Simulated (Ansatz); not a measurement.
## A computed series for ZrO2: pressure series

Base system: ZrO2 (space group P4_2/nmc, No. 137; a = 3.584 Å, c = 5.177 Å).

Cell and atoms are relaxed at each pressure.

Level of theory: Kohn–Sham DFT with the PBEsol functional, run in Ansatz (a program for electronic structure) with PAW and 420 eV plane waves, no SOC.

| pressure (GPa) | volume per atom (Å³/atom) |
|---|---|
| -1 | 11.148 |
| 0 | 11.086 |
| 2.1 | 10.964 |
| 4.5 | 10.835 |
| 9 | ? |
| 15 | 10.363 |
| 22.5 | 10.090 |
| 30 | 9.853 |

Task: Fit the third-order Birch–Murnaghan form P(V) = (3B₀/2)[(V₀/V)^(7/3) − (V₀/V)^(5/3)]·[1 + (3/4)(B₀′ − 4)((V₀/V)^(2/3) − 1)] (squares taken in P) to the rows shown and predict the withheld row.

Result: Least squares on the printed values gives V₀ = 11.086 Å³/atom, B₀ = 186 GPa, B₀′ = 5.4; this predicts 10.617 Å³/atom, and the run gives 10.617 Å³/atom, in agreement.

Load acts through the strain it causes; cell and atoms are relaxed under it. Whether these cells are dynamically stable was not tested. No other phases were tried under pressure. This is not the structure that ZrO2 has at room temperature and ambient pressure.
